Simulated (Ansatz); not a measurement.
The parent structure is YIr in the CsCl type structure (space group Pm-3m, No. 221; a = 3.385 Å).

Levels (all Ansatz, a program for electronic structure, PAW): PBEsol (420 eV, spin-orbit coupling left out); PBEsol+SOC (420 eV, spin-orbit coupling included).

The geometry is relaxed with PBEsol.

| Quantity | Result |
|---|---|
| PBEsol pressure | 0.0 GPa |

With PBEsol+SOC at the same geometry, the pressure goes from zero to 0.2 GPa.

Single points use the geometry relaxed with PBEsol. Differences between runs with and without spin-orbit coupling are approximate. No phonon test of stability was made. The runs without spin-orbit coupling are not spin-polarised.
